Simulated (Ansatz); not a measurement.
**Point defect Na interstitial in wurtzite ZnO**

Computed with PBE, PAW (plane waves to 420 eV; Ansatz, an electronic-structure program). A supercell of 96 sites (3×2×2 repeats of a cell of 8 atoms) was used; the energies come from a 2×2×2 shifted sampling of its zone. Site at the start: void with 1O nearest, no. 2. Energies of charged states are corrected for periodic images (point charge plus alignment at distant sites). Dielectric constants: PBE linear response of the host. Host gap at this level: 0.74 eV. These values are not converged in cell size to better than tenths of an eV. The semilocal functional narrows the gap, so deep levels can fall outside it. Spin–orbit coupling is left out. Each state is the lowest found from its start.

The name describes the start; the neighbours show where the atoms ended.

Charges with a result: +1, 0. Others weren't obtained, and one of them could lie lower, also by skipping a charge.

```json
[
 {"charge": "+1", "moment (μB)": "not spin-polarised", "largest move off a lattice site (Å)": "0.29", "neighbours of the last Na atom of the defect at the end (Å)": "O 2.17, O 2.17, O 2.17", "image correction with alignment (eV)": "0.28"},
 {"charge": "0†", "moment (μB)": "quenched", "largest move off a lattice site (Å)": "0.30", "neighbours of the last Na atom of the defect at the end (Å)": "O 2.17, O 2.17, O 2.17", "image correction with alignment (eV)": "0.00"}
]
```

† Not settled in this cell, so no level is given: charge 0: a level filled in part, carriers not clearly localised, level within 0.1 eV of a band edge or past it.

Starting moments that weren't kept: charge 0 began with 1 μB and ended with 0.0.

No other site or start that was run ended lower by more than 0.1 eV.

Flagged in the runs: a host whose relaxation on this sampling wasn't shown to rest, a strain field that reaches the edge of the cell.
